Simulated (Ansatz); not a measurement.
# AlB2-type HfB2, lattice parameter c

Reference value: 3.48 Å (measured, temperature not stated, copied from a table, unchecked, not corrected to a static lattice; as tabulated in Journal of Nuclear Materials 21, 14 (1967)).

### Question
Put these levels in order of the lattice parameter c that they give for AlB2-type HfB2, smallest first: LDA (Ansatz, an electronic-structure program), PBE (Ansatz), PBEsol (Ansatz), rVV10 (Ansatz).

### Answer
LDA (3.421 Å), PBEsol (3.446 Å), PBE (3.486 Å), rVV10 (3.508 Å)

Differences against the reference: LDA -1.70 %, PBE +0.17 %, PBEsol -0.98 %, rVV10 +0.80 %.

The measured value isn't corrected to a static lattice, so vibrations enter the comparison.  Density-functional levels without +SOC have no spin–orbit coupling. Ansatz's density-functional and Hartree–Fock values are scalar-relativistic unless marked +SOC, with PAW data made under PBE.

Differences are worked out from the printed values.
